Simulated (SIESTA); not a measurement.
SIESTA run on AlN (P6_3mc, 4 atoms in the cell): self-consistent single point.

Computed with GGA PBE, numerical atomic orbitals DZP, PseudoDojo PBE standard norm-conserving potentials (rewritten from UPF to PSML) in SIESTA.

```yaml
crystal:
  lattice:
    - [3.13485, 0.00000, 0.00000]
    - [-1.56742, 2.71486, 0.00000]
    - [0.00000, 0.00000, 5.02699]
  atoms:
    - { symbol: Al, position: [0.66667, 0.33333, 0.49929] }
    - { symbol: Al, position: [0.33333, 0.66667, 0.99929] }
    - { symbol: N, position: [0.66667, 0.33333, 0.88071] }
    - { symbol: N, position: [0.33333, 0.66667, 0.38071] }
```

Reference input (self-consistent single point, DFT, GGA PBE, numerical atomic orbitals DZP, PseudoDojo PBE standard norm-conserving potentials (rewritten from UPF to PSML)): XC.functional = GGA; XC.authors = PBE; potentials = PseudoDojo PBE standard; PAO.BasisSize = DZP; PAO.EnergyShift = 0.005 Ry; MeshCutoff = 350 Ry; kgrid.MonkhorstPack = 12 12 7; OccupationFunction = FD; ElectronicTemperature = 10 K; MaxSCFIterations = 150; SCF.Mixer.Method = Pulay; SCF.Mixer.Weight = 0.25. This run's input differs from it in these lines:

```diff
@@ -30,5 +30,5 @@
 %block kgrid.MonkhorstPack
-   12   0   0  0.0
-    0  12   0  0.0
-    0   0   7  0.0
+    6   0   0  0.0
+    0   6   0  0.0
+    0   0   3  0.0
 %endblock kgrid.MonkhorstPack
```

Log, with long lists cut:

```
        iscf     Eharris(eV)        E_KS(eV)     FreeEng(eV)     dDmax    Ef(eV) dHmax(eV)
   scf:    1     -671.869574     -690.328854     -690.328854  1.449200 -5.571915  8.737448
   scf:    2     -698.085342     -694.903851     -694.903851  0.142478 -4.490228  3.046185
   scf:    3     -695.725528     -695.515183     -695.515183  0.077359 -6.339538  0.054859
   scf:    4     -695.515736     -695.515475     -695.515475  0.003209 -6.333304  0.048948
   scf:    5     -695.515996     -695.515782     -695.515782  0.013986 -6.290982  0.000746
   scf:    6     -695.515782     -695.515782     -695.515782  0.000169 -6.290879  0.000367
   scf:    7     -695.515782     -695.515782     -695.515782  0.000042 -6.291044  0.000765
SCF Convergence by DM+H criterion
max |DM_out - DM_in|         :     0.0000417307
max |H_out - H_in|      (eV) :     0.0007645711
SCF cycle converged after 7 iterations

Using DM_out to compute the final energy and forces

siesta: E_KS(eV) =             -695.5158

siesta: E_KS - E_eggbox =      -695.5158

siesta: Atomic forces (eV/Ang):
     1   -0.000003    0.000001    0.009249
     2    0.000003   -0.000001    0.009249
     3    0.000028   -0.000017   -0.008039
     4   -0.000028    0.000017   -0.008039
   Tot    0.000000    0.000000    0.002419
   Max    0.009249
   Res    0.005003    sqrt( Sum f_i^2 / 3N )
   Max    0.009249    constrained

Stress tensor Voigt[x,y,z,yz,xz,xy] (kbar):       -7.46       -7.46       -7.64       -0.00        0.00       -0.00
(Free)E + p*V (eV/cell)     -695.3150
   [... lines left out ...]
siesta: FreeEng =      -695.515782
   [... lines left out ...]
siesta:    -0.004654   -0.000001    0.000000
siesta:    -0.000001   -0.004656   -0.000000
siesta:     0.000000   -0.000000   -0.004768

siesta: Cell volume =         42.783043 Ang**3

siesta: Pressure (static):
siesta:                Solid            Molecule  Units
siesta:           0.00005111          0.00005023  Ry/Bohr**3
siesta:           0.00469272          0.00461202  eV/Ang**3
siesta:           7.51855889          7.38926537  kBar
```

The run converged in 7 iterations. Against the reference run the free energy goes up by 1.8 meV/atom, the pressure stays at 0.75 GPa, the largest force moves little (0.008 to 0.009 eV/Å) and the gap on the mesh moves little (4.101 to 4.100 eV).

The starting cell comes from a database of computed structures (which also holds hypothetical and non-ambient phases and stackings), without a prior relaxation at this level. Its lattice was rescaled by a random factor within 2.5 % of one. Values carry the incompleteness of an atom-centred basis.
